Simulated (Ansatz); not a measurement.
Take InP in the zinc blende structure (space group F-43m, No. 216; a = 5.9070 Å) as the base. Axes: x, y, z lie along the cube axes.

Method: DFT with r2SCAN, PAW potentials and a 500 eV plane-wave cutoff in Ansatz (a first-principles code), no spin-orbit coupling.

Strains are applied to the cell and any free atomic positions relax.

One change was made to it. Results:

The band gap increases by 0.04 eV, from 1.03 eV to 1.07 eV; the energy increases by 1.8 meV/atom; the electron mass changes from 0.074 mₑ (at Γ) to 0.079 mₑ (at Γ).

Q: What was done to the base?
A. uniaxial strain ε_zz = −1.50 %
B. uniaxial strain ε_zz = −0.50 %
C. uniaxial strain ε_zz = −3.00 %

A: A, uniaxial strain ε_zz = −1.50 %. For comparison, the energy relative to the base in the other runs: uniaxial strain ε_zz = −3.00 % gives +7.2 meV/atom; uniaxial strain ε_zz = −0.50 % gives +0.2 meV/atom.

Effective masses come from finite differences of ±0.01 Å⁻¹. No phonon test of stability was made.
